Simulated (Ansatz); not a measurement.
Structures of equal composition on the (0001) surface of hcp Ti: a layer of Pd in place of the second plane; a layer of Pd in place of the third plane. The slabs share one bottom face, and each structure is named by its start. These are constructed structures in small cells; real faces may alloy, dewet or reconstruct in larger ones, and not all known structures of the face are among them. Slabs of about 12 Å with all that they carry, Fermi-Dirac smearing of 0.1 eV. Bottom of the slabs: a bare face, its two planes held. Relaxed from the named starts with such symmetry as they have, on meshes of like density; energies extrapolated to zero smearing; no spin-orbit coupling, no U. Spin-polarised runs, if any, are marked in brackets, and their order is one that fits the cell; the others ran without spin.

The numbers are results of PBE (plane waves to 420 eV, PAW; Ansatz, a program for electronic structure), not measurements.

**Question.** Rank these by energy per 1x1 cell (lowest first), as PBE gives it.

**Answer.** a layer of Pd in place of the third plane (0.000 eV), a layer of Pd in place of the second plane (0.245 eV)
